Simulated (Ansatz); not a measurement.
# Hypothetical simple cubic Pd, pressure series

Start from Pd in the simple cubic structure (space group Pm-3m, No. 221; a hypothetical phase, not in the database extracts checked).

```
Pd
1.0
    2.61426     0.00000     0.00000
    0.00000     2.61426     0.00000
    0.00000     0.00000     2.61426
Pd
1
Direct
  0.00000   0.00000   0.00000
```

Cell and atoms are relaxed at each pressure.

Calculations: PBE (Ansatz, a program for electronic structure), spin-orbit coupling left out.

Notes on the quantities. enthalpy: H = E + PV relative to the base's energy.

```csv
case,volume per atom,enthalpy
base,17.87 Å³,–
pressure −2 GPa,18.18 Å³,-0.22 eV/atom
pressure −1 GPa,18.02 Å³,-0.11 eV/atom
pressure 0.3 GPa,17.82 Å³,+0.03 eV/atom
pressure 0.7 GPa,17.77 Å³,+0.08 eV/atom
pressure 1.5 GPa,17.65 Å³,+0.17 eV/atom
pressure 3 GPa,17.46 Å³,+0.33 eV/atom
pressure 5 GPa,17.21 Å³,+0.55 eV/atom
pressure 7.5 GPa,16.93 Å³,+0.81 eV/atom
pressure 10 GPa,16.68 Å³,+1.08 eV/atom
```

Load acts through the strain it causes; cell and atoms are relaxed under it. No phonon test of stability was made. Competing high-pressure phases were not computed. The final runs are not spin-polarised. Pd has a high density of states at the Fermi level and may be magnetic at this level.
